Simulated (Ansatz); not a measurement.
# SiC: energy against strain

SiC (zinc blende, F-43m, 10.334 Å³/atom at rest, cube axes along x, y and z) under a strain ε along a cube axis (axis z), the other axes held. r2SCAN in Ansatz, a plane-wave DFT program (PAW, default set), 500 eV, 13×13×13 Γ-centred mesh, Fermi-Dirac smearing 0.05 eV; ions are relaxed within the symmetry of each cell.

Here s stands for strain and y for E less E0.

```
strain (%)  E less E0 (meV/atom)
----------  --------------------
-1.50                       3.02
-1.00                       1.34
-0.50                       0.33
0.00                        0.00
0.50                        0.33
1.00                        1.33
1.50                        2.98
3.00                           ?
```

Fit y of the 7 rows that show it with a parabola. Least squares gives y = -0.001 - 0.0100·s + 1.3343·s². Residuals (row less fit): 0.004, -0.003, -0.008, 0.001, 0.002, 0.007, -0.006; standard error 0.007 (degrees of freedom: 4). Twice the quadratic coefficient over the volume, 2 × 1.3343 meV × 10⁴ × 0.1602 / 10.334 Å³, is the elastic constant C11 = 414 ± 0.9 GPa.

Estimate the missing y (s = 3.00); what did the run itself give?

y = -0.001 - 0.0100 × 3.0 + 1.3343 × 3.0² = 11.978 meV/atom. The calculation gives 11.86 meV/atom, 0.118 meV/atom below the prediction (1.0 % of the range of y in the table). The row lies outside the fitted rows, so this is an extrapolation. From the scatter of the fitted rows alone, a prediction at this place has a standard error of 0.025 meV/atom, so the miss is 4.7 times that.

One order more, fitted to all 13 runs of the series, follows each within 0.01, so the miss is the next term of a smooth law. Rows are the converged runs of the series near zero and its far end; series whose fitted rows scatter by over a few per cent of the range, as at a crossing or softening among them, aren't shown in this form. Most that stay on the fit to the last digits aren't either.
